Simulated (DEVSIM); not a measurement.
Structure: Mo/SiO2/p-InP capacitor, at 300 K.

| layer (left to right) | material | thickness (nm) | Na (cm⁻³) |
|---|---|---|---|
| 1 | SiO2 | 3.40 | - |
| 2 | InP | 1200 | 2.9e17 |

Metal gate on the left, work function 4.6 eV. Fixed charge at the semiconductor interface 0 cm⁻² (in units of +e); interface traps 2e12 cm⁻² eV⁻¹, uniform in energy, neutral level at 0.3 of the gap above the valence band.

This is a model device: material constants are rounded textbook-type values typed into the input, and sizes, dopings and lifetimes were drawn at random. Values at 300 K.

```csv
parameter,SiO2,InP
gap (eV),9,1.344
affinity (eV),0.9,4.38
permittivity,3.9,12.5
Nc (cm⁻³),-,5.7e17
Nv (cm⁻³),-,1.1e19
```

Simulated with DEVSIM: 1D Poisson equation in equilibrium, Boltzmann statistics, complete ionisation; no quantum confinement or tunnelling. Metal contacts follow the ideal Schottky-Mott rule: no Fermi-level pinning, no interface dipoles.

Problem. Tabulate band edges, carrier densities and field at -0.2 V on the gate.

Solution. Energies count from the Fermi level of the right contact; mesh points crowd at the junctions.

```csv
x (μm),Ec (eV),Ev (eV),n (cm⁻³),p (cm⁻³),field (V/cm)
0.000,3.900,-5.100,< 1e2,< 1e2,870000
0.0008335,3.973,-5.027,< 1e2,< 1e2,870000
0.001813,4.058,-4.942,< 1e2,< 1e2,870000
0.002824,4.146,-4.854,< 1e2,< 1e2,870000
0.003924,0.726,-0.618,360000,4.6e8,200000
0.005445,0.757,-0.587,110000,1.5e9,200000
0.008548,0.816,-0.528,11000,1.5e10,190000
0.01694,0.957,-0.387,< 1e2,3.5e12,150000
0.03116,1.128,-0.216,< 1e2,2.5e15,90000
0.05725,1.241,-0.103,< 1e2,2.1e17,11000
0.1069,1.250,-0.094,< 1e2,2.9e17,23
0.2544,1.250,-0.094,< 1e2,2.9e17,≈ 0
0.4819,1.250,-0.094,< 1e2,2.9e17,≈ 0
0.8040,1.250,-0.094,< 1e2,2.9e17,≈ 0
1.038,1.250,-0.094,< 1e2,2.9e17,≈ 0
1.117,1.250,-0.094,< 1e2,2.9e17,≈ 0
1.159,1.250,-0.094,< 1e2,2.9e17,≈ 0
1.180,1.250,-0.094,< 1e2,2.9e17,≈ 0
1.194,1.250,-0.094,< 1e2,2.9e17,≈ 0
1.199,1.250,-0.094,< 1e2,2.9e17,≈ 0
1.202,1.250,-0.094,< 1e2,2.9e17,≈ 0
1.203,1.250,-0.094,< 1e2,2.9e17,≈ 0
```
